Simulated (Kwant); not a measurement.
System: quantum point contact (saddle potential) in a Si two-dimensional gas. Effective mass 0.19 mₑ, grid spacing 3.3 nm, hard walls, nominal width 100 nm (31 grid rows, so walls 105.6 nm apart), one parabolic valley, scattering region 300 nm long along x; energies count from the band bottom; Fermi energy 0.00855 eV. Potential (V0 + ½k y²) cos²(πx/L) for |x| < L/2, with V0 swept from 0.0089775 to 0 eV, k = 2.6e-05 eV/nm², L = 140 nm.

Constants are typed, rounded textbook-type inputs, not results; the design itself was drawn at random and stands for no fabricated device.

Model: effective-mass tight-binding model on a square grid, one spin, coherent transport at 0 K (Kwant). Conductance is in e²/h.

Sweep values stay those of the base run.

Base results: G (e²/h) at V0 = 6.766 meV 0.66; G (e²/h) at V0 = 4.554 meV 1.05; mean G (e²/h) over the sweep 1.27; G (e²/h) at V0 = 2.342 meV 2.00.

Task: What follows from this one change: length of the gated region 140 → 180 nm?

Result: G at V0 = 6.766 meV 0.66 → 0.70 e²/h; G at V0 = 4.554 meV little changed (1.02 e²/h); mean G over the sweep little changed (1.27 e²/h); G at V0 = 2.342 meV little changed (2.00 e²/h).

Task: What follows from this one change: effective mass 0.19 → 0.25 mₑ?

Result: G at V0 = 6.766 meV 0.66 → 0.84 e²/h; G at V0 = 4.554 meV 1.05 → 1.32 e²/h; mean G over the sweep 1.27 → 1.47 e²/h; G at V0 = 2.342 meV little changed (2.03 e²/h).

Task: What follows from this one change: Fermi energy 0.00855 → 0.01 eV?

Result: G at V0 = 6.766 meV 0.66 → 1.00 e²/h; G at V0 = 4.554 meV 1.05 → 1.92 e²/h; mean G over the sweep 1.27 → 1.74 e²/h; G at V0 = 2.342 meV 2.00 → 2.24 e²/h.
